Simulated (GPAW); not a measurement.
Band structure of CdO (Fm-3m, 2 atoms in the cell).

```yaml
crystal:
  lattice:
    - [0.00000, 2.35000, 2.35000]
    - [2.35000, 0.00000, 2.35000]
    - [2.35000, 2.35000, 0.00000]
  atoms:
    - { symbol: Cd, position: [0.00000, 0.00000, 0.00000] }
    - { symbol: O, position: [0.50000, 0.50000, 0.50000] }
```

Method: PBE, GPAW PAW datasets PBE (gpaw-data 1.0.1) (plane waves; GPAW 25.7.0).

Settings: mode = pw; ecut = 950 eV; xc = PBE; kpts = 8 8 8; mesh shift (steps) = 0 0 0; occupations.name = fermi-dirac; occupations.width = 0.02 eV; nbands = -6; convergence.density = 1e-05 e/electron; convergence.energy = 1e-05 eV/electron; symmetry.symmorphic = false; symmetry.tolerance = 0.0005; maxiter = 100; bandpath_npoints = 40.

The starting cell has typed, rounded lattice constants, without a prior relaxation at this level. The run gives no clean gap (levels at the Fermi energy touch, overlap or are partly filled at this smearing), which alone does not show that the compound is a metal.

Levels in eV from the Fermi level, bands 6 to 13:
```csv
point,6,7,8,9,10,11,12,13
Γ,-6.39,-1.44,-1.44,-1.44,-0.47,14.55,16.96,16.96
X,-5.69,-4.40,-2.40,-2.40,3.84,8.44,11.20,13.22
W,-5.80,-3.06,-3.06,-1.92,5.95,8.85,8.85,10.66
K,-5.99,-3.46,-2.93,-1.32,5.38,8.55,8.55,12.82
L,-6.13,-3.83,-0.04,-0.04,4.35,7.26,11.79,11.79
U,-5.99,-3.46,-2.93,-1.32,5.38,8.55,8.55,12.82
```

Bands cross the Fermi level along this path, so the cell is metallic at this level.
